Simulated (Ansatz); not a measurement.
Structures of equal composition on the (0001) surface of wurtzite CdS (Cd plane on top): 2x2 O adatom at H3; 2x2 O adatom at T4. The slabs share one bottom face, and each structure is named by its start. These are constructed structures in small cells; real faces may alloy, dewet or reconstruct in larger ones, and not all known structures of the face are among them. Slabs of about 14 Å with all that they carry, Fermi-Dirac smearing of 0.025 eV. Bottom of the slabs: H caps. Relaxed from the named starts with such symmetry as they have, on meshes of like density; energies extrapolated to zero smearing; no spin-orbit coupling, no U. Spin-polarised runs, if any, are marked in brackets, and their order is one that fits the cell; the others ran without spin.

Host crystal: wurtzite CdS, with a band gap (PBE, scalar-relativistic without spin-orbit coupling).

Computed with PBE (plane waves to 420 eV, PAW; Ansatz, a quantum-chemistry and plane-wave program).

**Question.** Order them by energy per 1x1 cell (lowest first) at the level PBE.

**Answer.** 2x2 O adatom at H3 (0.000 eV, gap 0.81 eV on the mesh), 2x2 O adatom at T4 (0.108 eV (1 O–S bonds broke), gap 0.51 eV on the mesh)
